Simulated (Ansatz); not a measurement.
Defect: F vacancy in fluorite, charge state +1. Method: PBE, PAW (plane waves to 420 eV; Ansatz, a first-principles code).

96-site cell at the relaxed PBE lattice, the Γ point alone, smearing 0.01 eV, spin-restricted, no finite-size correction. No zero-point or tunnelling terms. The charge state is imposed; whether it is stable for some Fermi level was not computed. Forms of the defect that were not tried may lie lower.

Barriers: single points on a 2×2×2 k-point mesh shifted by half a step at the bands' geometries.

Relaxed starting cell (atoms counted from 1):

```
CELL_PARAMETERS angstrom
     11.02000     0.00000     0.00000
      0.00000    11.02000     0.00000
      0.00000     0.00000    11.02000
ATOMIC_POSITIONS crystal
  Ca 0.99950 0.99843 0.99839
  Ca 0.99921 0.00103 0.50104
  Ca 0.99917 0.50121 0.00078
  Ca 0.99038 0.51001 0.50978
  Ca 0.50004 0.00029 0.00014
  Ca 0.50189 0.99841 0.50069
  Ca 0.50187 0.50084 0.99820
  Ca 0.49947 0.50119 0.50101
  F  0.12493 0.37539 0.87538
  F  0.12498 0.87554 0.37521
  F  0.12502 0.87542 0.87525
  F  0.62471 0.37537 0.37524
  F  0.62493 0.37540 0.87522
  F  0.62491 0.87534 0.37523
  F  0.62503 0.87540 0.87524
  F  0.12472 0.14724 0.37550
  F  0.12502 0.12599 0.87543
  F  0.12487 0.60384 0.37512
  F  0.12497 0.62477 0.87512
  F  0.62482 0.12597 0.37521
  F  0.62499 0.12511 0.87521
  F  0.62491 0.62480 0.37523
  F  0.62497 0.62572 0.87521
  Ca 0.99025 0.24087 0.24081
  Ca 0.99920 0.24967 0.74985
  Ca 0.99917 0.74984 0.24952
  Ca 0.99950 0.75245 0.75219
  Ca 0.49934 0.24955 0.24944
  Ca 0.50196 0.24990 0.75215
  Ca 0.50187 0.75224 0.24970
  Ca 0.50002 0.75048 0.75028
  F  0.12243 0.12389 0.12402
  F  0.12746 0.12403 0.62694
  F  0.12739 0.62685 0.12367
  F  0.12246 0.62703 0.62665
  F  0.62265 0.12571 0.12559
  F  0.62724 0.12576 0.62483
  F  0.62715 0.62498 0.12552
  F  0.62273 0.62507 0.62486
  F  0.12482 0.37537 0.14700
  F  0.12505 0.37554 0.60368
  F  0.12494 0.87529 0.12581
  F  0.12496 0.87551 0.62462
  F  0.62487 0.37533 0.12583
  F  0.62513 0.37545 0.62466
  F  0.62489 0.87533 0.12494
  F  0.62495 0.87542 0.62557
  Ca 0.25074 0.00078 0.24942
  Ca 0.25048 0.99848 0.75223
  Ca 0.25945 0.50985 0.24061
  Ca 0.25066 0.50113 0.74963
  Ca 0.74794 0.99838 0.24976
  Ca 0.74993 0.00038 0.75033
  Ca 0.75033 0.50114 0.24948
  Ca 0.74807 0.50094 0.75220
  F  0.37640 0.37779 0.12363
  F  0.37658 0.37291 0.62655
  F  0.37458 0.87757 0.12553
  F  0.37456 0.87314 0.62484
  F  0.87339 0.37292 0.12383
  F  0.87366 0.37799 0.62678
  F  0.87530 0.87311 0.12566
  F  0.87531 0.87777 0.62490
  F  0.37303 0.12719 0.12710
  F  0.37890 0.12146 0.62911
  F  0.37883 0.62923 0.12124
  F  0.37304 0.62351 0.62329
  F  0.87097 0.12148 0.12139
  F  0.87689 0.12745 0.62336
  F  0.87680 0.62346 0.12723
  F  0.87107 0.62940 0.62919
  Ca 0.25072 0.24959 0.00078
  Ca 0.25948 0.24082 0.50977
  Ca 0.25045 0.75229 0.99820
  Ca 0.25070 0.74991 0.50099
  Ca 0.74797 0.24992 0.99833
  Ca 0.75045 0.24967 0.50098
  Ca 0.74989 0.75045 0.00018
  Ca 0.74800 0.75240 0.50075
  F  0.37626 0.12373 0.37767
  F  0.37467 0.12579 0.87749
  F  0.37635 0.62666 0.37270
  F  0.37458 0.62501 0.87288
  F  0.87332 0.12385 0.37277
  F  0.87538 0.12582 0.87305
  F  0.87340 0.62681 0.37778
  F  0.87536 0.62514 0.87754
  F  0.35308 0.37520 0.37505
  F  0.37427 0.37536 0.87512
  F  0.37436 0.87524 0.37518
  F  0.37530 0.87539 0.87520
  F  0.89621 0.37537 0.37533
  F  0.87554 0.37548 0.87533
  F  0.87559 0.87538 0.37529
  F  0.87472 0.87549 0.87530
```
Cell charge +1.

End state 1 differs by these moves (Å; atoms that move under 0.08 Å are left out):

```
atom  element     Δx     Δy     Δz
----  -------  -----  -----  -----
4          Ca   0.00  -0.21   0.00
10          F   0.00  -0.24   0.00
16          F   0.00  -0.24   0.00
18          F   0.00  -2.28   0.00
24         Ca   0.10   0.12   0.10
26         Ca  -0.10   0.12  -0.10
34          F  -0.03  -0.01   0.25
35          F   0.03  -0.01  -0.26
40          F   0.03  -0.01  -0.26
41          F  -0.03  -0.01   0.25
50         Ca   0.00  -0.21   0.00
59          F   0.05   0.07   0.05
62          F  -0.05   0.07  -0.05
65          F  -0.05   0.07  -0.05
68          F   0.05   0.07   0.05
73         Ca  -0.10   0.11  -0.10
75         Ca   0.10   0.11   0.10
82          F  -0.25  -0.01   0.03
86          F   0.26  -0.01  -0.03
88          F   0.26  -0.01  -0.03
92          F  -0.25  -0.01   0.03
```

Task: Estimate the forward and backward barriers to end state 1 that PBE, PAW returns for this input.

Result: forward 0.23 eV, backward 0.23 eV; at the saddle point atom 18 has neighbours 2 Ca at 2.16 Å. The saddle point's order was not checked, and it lies on a symmetry element of the cell, where a band can be held.
